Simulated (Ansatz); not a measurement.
The starting structures come from a database of crystals and need not be the phases stable at ambient conditions.

 Where the default PAW files enter, the runs use the earlier of Ansatz's two default sets.

Input:

```yaml
crystal:
  lattice:
    - [4.16811, 0.00000, 0.00000]
    - [-2.08406, 3.60969, 0.00000]
    - [0.00000, 0.00000, 6.83999]
  atoms:
    - { symbol: In, position: [0.66667, 0.33333, 0.50020] }
    - { symbol: In, position: [0.33333, 0.66667, 0.00020] }
    - { symbol: P, position: [0.66667, 0.33333, 0.87480] }
    - { symbol: P, position: [0.33333, 0.66667, 0.37480] }
```

Space group of this cell: P6_3mc, wurtzite. The cell is taken as given.

Level of theory: r2SCAN (plane waves, PAW; Ansatz, an electronic-structure program).

The current runs along the normal of the first two printed vectors; no spin-orbit coupling. Scaled by the factor s: all lengths (ions clamped). Meshes 12×12×6 and 12×12 across the current in all rows.

```json
[
 {"s": "0.98", "mean pressure (GPa)": "4.9", "band gap (eV)": "?"},
 {"s": "1.00", "mean pressure (GPa)": "0.1", "band gap (eV)": "1.10"},
 {"s": "1.02", "mean pressure (GPa)": "-3.4", "band gap (eV)": "0.74"}
]
```

### Question
Take the slope of the band gap against ln s from the two given rows, extrapolate to s = 0.98, and say what the run there gives.

### Answer
Slope = (0.74 − 1.10) / ln 1.02 = -18.2 eV. The line gives 1.10 + (-18.2) × ln 0.98 = 1.47 eV. The run gives 1.47 eV, as the line does.
